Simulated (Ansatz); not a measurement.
What pressure 50 GPa does to Nb

Start from Nb in the bcc (W type) structure (space group Im-3m, No. 229; a = 3.2712 Å).

Perturbation: a hydrostatic pressure of 50 GPa.

Computed with PBEsol/PAW in Ansatz (a quantum-chemistry and plane-wave program), scalar-relativistic without spin-orbit coupling, earlier PAW set. Γ-centred 20×20×20 mesh, Fermi–Dirac width 0.05 eV.

The volume per atom decreases by 3.06 Å³ (17.50 Å³ → 14.44 Å³) and the density grows by 1.87 g/cm³ to 10.68 g/cm³. The shortest interatomic distance shrinks by 0.176 Å (2.833 Å → 2.657 Å) and the band gap is still zero.

Cost of the whole job for the changed cell (relaxation, final SCF and bands): very roughly 13 core-seconds.

Load acts through the strain it causes; cell and atoms are relaxed under it. Stability against distortions was not tested. No other phases were tried under pressure. The final runs are not spin-polarised.
